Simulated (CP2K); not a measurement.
Band structure of Sn (I4_1/amd, 2 atoms in the cell).

```xyz
2
Lattice="4.4184 0.0000 0.0000 -3.2741 2.9670 0.0000 -0.5722 -1.4835 4.1224" Properties=species:S:1:pos:R:3 pbc="T T T"
Sn    -1.6370     1.4835     2.0612
Sn     0.0000     0.0000     0.0000
```

Method: PBE, GPW, DZVP-MOLOPT-SR-GTH basis, GTH-PBE potentials (GTH_POTENTIALS) run with CP2K.

Settings: CUTOFF = 400 Ry; REL_CUTOFF = 50 Ry; SMEAR/METHOD = GAUSSIAN; SIGMA = 0.1 eV; KPOINTS/SCHEME = MONKHORST-PACK 8 8 8; GAMMA_CENTERED = T; XC_FUNCTIONAL = PBE; Sn/BASIS_SET = DZVP-MOLOPT-SR-GTH-q4; Sn/POTENTIAL = GTH-PBE-q4; METHOD = GPW; EPS_DEFAULT = 1e-10; EXTRAPOLATION = USE_GUESS; NGRIDS = 5; SCF_GUESS = ATOMIC.

The starting cell has typed, rounded lattice constants, without a prior relaxation at this level. Values carry the incompleteness of an atom-centred basis.

Levels in eV from the Fermi level, bands 1 to 6:
| point | 1 | 2 | 3 | 4 | 5 | 6 |
|---|---|---|---|---|---|---|
| Γ | -11.10 | -3.58 | -1.94 | -1.94 | 3.01 | 6.67 |
| X | -8.89 | -8.89 | 0.60 | 0.60 | 1.72 | 1.72 |
| M | -7.55 | -7.55 | -4.86 | -4.86 | 5.34 | 5.34 |
| Z | -6.45 | -5.55 | -3.10 | -2.98 | -2.98 | 3.27 |
| P | -5.95 | -5.95 | -3.58 | -3.58 | 3.72 | 3.72 |
| N | -6.92 | -5.41 | -2.29 | -1.67 | -1.12 | 2.27 |
| Z1 | -6.45 | -5.55 | -3.10 | -2.98 | -2.98 | 3.27 |

Bands cross the Fermi level along this path, so the cell is metallic at this level.

Higher empty bands are left out: an atom-centred basis made for the valence describes them poorly.
